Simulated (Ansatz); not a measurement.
Start from CuI in the zinc blende structure (space group F-43m, No. 216; a = 5.862 Å).

Computed with LDA in Ansatz (plane waves to 420 eV, PAW, no SOC).

Base values:

The pressure is 0.0 kbar. The valley order comes out as Γ 1.22 eV; L along ⟨111⟩ 2.12 eV; X along ⟨100⟩ 2.41 eV.

Modification: the cell is scaled by 0.9900 in all directions; the atoms relax in the strained cell.

Predict the new mean gap deformation potential ΔEg/Δln V.

The mean gap deformation potential ΔEg/Δln V is -3.1 eV.

Predict the new pressure.

The pressure goes from zero to 18.5 kbar.

How does this affect the energy relative to the base?

The energy rises by 4.2 meV/atom.

What does the calculation give for the valley order after the change?

The valley order (the lowest conduction-band minima on the path, energy above the VBM, named in the base's zone) goes from Γ 1.22 eV; L along ⟨111⟩ 2.12 eV; X along ⟨100⟩ 2.41 eV to Γ 1.32 eV; L along ⟨111⟩ 2.14 eV; X along ⟨100⟩ 2.34 eV.

Spin-orbit coupling, missing from the scalar runs, can matter with I. No phonon test of stability was made. All final runs are without spin polarisation.

Ansatz is a quantum-chemistry and plane-wave program.
